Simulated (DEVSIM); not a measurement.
Device: illuminated InP p-on-n cell, one wavelength, at 350 K.

```csv
layer (left to right),material,thickness (μm),Nd (cm⁻³),Na (cm⁻³),τn (s),τp (s),absorption coefficient (cm⁻¹)
1,InP,0.360,-,8.5e17,6.3e-11,4.4e-11,81000
2,InP,3.70,4e15,-,2.1e-9,2.1e-9,81000
```

Left contact: ohmic, minority electron recombination velocity 3000 cm/s. Right contact: ohmic, minority hole recombination velocity 5e5 cm/s. Voltage is applied to the left contact. Recombination: SRH at mid-gap, radiative, Auger. Light enters at the left, 3.1e17 photons cm⁻² s⁻¹, one pass, no reflection. Mobility is μmin + (μ − μmin)/(1 + (N/Nref)^α).

The device is made up for the run: typed textbook-type constants, with dimensions and the other settings drawn at random. Values at 300 K; Nc and Nv go as T^1.5, mobilities as T to minus their exponent, the gap by Varshni's rule with the affinity fixed.

```csv
parameter,InP
gap (eV),1.344
affinity (eV),4.38
permittivity,12.5
Nc (cm⁻³),5.7e17
Nv (cm⁻³),1.1e19
μn (cm²/Vs),5200
μp (cm²/Vs),170
"μn,min",400
"μp,min",10
"Nref,n",3e17
"Nref,p",4.9e17
αn,0.47
αp,0.62
T exponent of μn,2
T exponent of μp,2
B (cm³/s),1.2e-10
Cn (cm⁶/s),9e-31
Cp (cm⁶/s),9e-31
Varshni α (eV/K),0.000363
Varshni β (K),162
```

Simulated with DEVSIM: 1D drift-diffusion, Boltzmann statistics, complete ionisation; no tunnelling, impact ionisation, image-force lowering or self-heating.

Give the dark forward current.


```csv
V (V),J (A/cm²)
0.05,2.1e-7
0.10,6.8e-7
0.15,1.8e-6
0.25,1.0e-5
0.30,2.5e-5
0.35,6.1e-5
0.40,0.00015
0.45,0.00036
0.55,0.0023
0.60,0.0061
0.65,0.017
0.70,0.053
0.80,0.68
0.85,2.7
0.90,9.9
0.95,31
1.00,86
1.10,560
1.15,1300
1.20,2700
```
